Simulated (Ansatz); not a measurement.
Here is the system:

End structure of a constructed model of the (111) surface of fcc Ag, p(2x2) surface alloy, Pb on one Ag site of the top plane (bottom of the slab: a bare face, its two planes held):

```
CELL_PARAMETERS angstrom
      5.86677     0.00000     0.00000
     -2.93338     5.08077     0.00000
      0.00000     0.00000    28.00000
ATOMIC_POSITIONS crystal
  Ag 0.16667 0.83333 0.28613
  Ag 0.16667 0.33333 0.28613
  Ag 0.66667 0.83333 0.28613
  Ag 0.66667 0.33333 0.28613
  Ag 0.33333 0.66667 0.37166
  Ag 0.33333 0.16667 0.37166
  Ag 0.83333 0.66667 0.37166
  Ag 0.83333 0.16667 0.37166
  Ag 0.50020 0.49980 0.45645
  Ag 0.50020 0.00040 0.45645
  Ag 0.99960 0.49980 0.45645
  Ag 0.00000 0.00000 0.45666
  Ag 0.66667 0.33333 0.54240
  Ag 0.66638 0.83319 0.54166
  Ag 0.16681 0.33362 0.54166
  Ag 0.16681 0.83319 0.54166
  Ag 0.83522 0.16478 0.62743
  Ag 0.83522 0.67044 0.62743
  Ag 0.32956 0.16478 0.62743
  Ag 0.33333 0.66667 0.62672
  Pb 0.00000 0.00000 0.73572
  Ag 0.99965 0.49983 0.71175
  Ag 0.50017 0.00035 0.71175
  Ag 0.50017 0.49983 0.71175
```

Slab: 24 atoms, 12.0 Å thick at the start; k 8x8x1, smearing 0.1 eV, dipole-corrected; 8 atoms held, the rest relaxed; start symmetry kept, larger cells not searched; no spin, no spin-orbit, no U. It is one candidate, not shown to be the stable structure of the face.

Task: Estimate the work function of the top face that Ansatz (an electronic-structure program) with PBE returns for this input.

Result: 4.01 eV
